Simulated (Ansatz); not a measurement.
# A computed series for hypothetical rock salt AsP: response to strain

The parent structure is AsP in the rock salt structure (space group Fm-3m, No. 225; a = 5.171 Å; a hypothetical phase, not in the database extracts checked; relaxed with 0.1 eV smearing). Axes: x, y, z lie along the cube axes.

Strains are applied to the cell and any free atomic positions relax; under biaxial strain the out-of-plane vector relaxes too.

Computed with plane-wave PAW DFT at the r2SCAN level (Ansatz, an electronic-structure program, 500 eV), no spin-orbit coupling.

Candidates:
(a) isotropic strain −4.85 %
(b) biaxial strain +1.49 %, plane normal [111], relaxed out of plane
(c) tensor shear ε_yz = −0.92 %
(d) uniaxial strain ε_xx = +5.54 %

Notes on the quantities. energy relative to the base: free energy F.

Problem. Order them by energy relative to the base, highest first.

Solution. (a) isotropic strain −4.85 % (+129 meV/atom), (d) uniaxial strain ε_xx = +5.54 % (+32 meV/atom), (b) biaxial strain +1.49 %, plane normal [111], relaxed out of plane (+4.2 meV/atom), (c) tensor shear ε_yz = −0.92 % (+1.0 meV/atom)

No phonon test of stability was made. The final runs are not spin-polarised.
